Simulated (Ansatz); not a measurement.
The starting structures come from a database of crystals and need not be the phases stable at ambient conditions.

The decay constant κ of evanescent states in the gap governs leakage through a thin film.

Data:

```xyz
12
Lattice="4.9756 0.0000 0.0000 0.0000 4.9756 0.0000 0.0000 0.0000 6.9009" Properties=species:S:1:pos:R:3 pbc="T T T"
Si     3.9966     3.9966     0.0000
Si     3.4667     1.5088     5.1757
Si     0.9789     0.9789     3.4504
Si     1.5088     3.4667     1.7252
O      1.9385     1.3024     4.7067
O      1.1854     4.4263     2.9815
O      3.0371     3.6732     1.2562
O      3.7902     0.5493     6.4319
O      4.4263     1.1854     3.9194
O      3.6732     3.0371     5.6447
O      0.5493     3.7902     0.4690
O      1.3024     1.9385     2.1942
```

Space group of this cell: P4_32_12. The cell is taken as given.

Transport runs along the normal of the first two printed cell vectors, the (001) plane of the conventional cell.

The gap is the functional's own. No spin-orbit coupling. Mid-gap values are interpolated on the energy grid.

Task: Estimate the band gap and the smallest decay constant κ at mid-gap that r2SCAN run with Ansatz (a quantum-chemistry and plane-wave program) returns for this system.

Result: Gap 6.35 eV on a 6×6×6 mesh; κ = 0.543 1/Å, at the zone centre.
